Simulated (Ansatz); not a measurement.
# TiN under a change: strain tensor (xx, yy, zz, yz, xz, xy) = (−0.76, −0.70, +2.36, +0.79, +0.10, +1.10) %

Base system: TiN in the rock salt structure (space group Fm-3m, No. 225; a = 4.234 Å; relaxed with 0.1 eV smearing). Axes: x, y, z lie along the cube axes.

It is then changed as follows: strain tensor (xx, yy, zz, yz, xz, xy) = (−0.76, −0.70, +2.36, +0.79, +0.10, +1.10) %, atoms relaxed at fixed cell.

The values are results of DFT with r2SCAN, PAW potentials and a 500 eV plane-wave cutoff in Ansatz (a quantum-chemistry and plane-wave program), no spin-orbit coupling, earlier PAW set, not measurements. k-mesh 23×23×23 (Γ-centred); smearing 0.1 eV (Fermi–Dirac).

```tsv
quantity	base	changed	shift
volume per atom	9.49 Å³	9.57 Å³	+0.08 Å³
space group	Fm-3m (No. 225)	P-1 (No. 2)	–
energy relative to the base (free energy F)	0 meV/atom	+13 meV/atom	+13 meV/atom
pressure (mean of the normal stresses, compression positive)	0.0 GPa	-1.9 GPa	-1.9 GPa
band gap	zero	zero	–
stress (xx, yy, zz, yz, xz, xy; compression positive)	–	(2.8, 2.5, -10.9, -2.7, -0.4, -4.1) GPa	–
```

No phonon test of stability was made. The final runs are not spin-polarised. An odd electron count without spin: TiN.
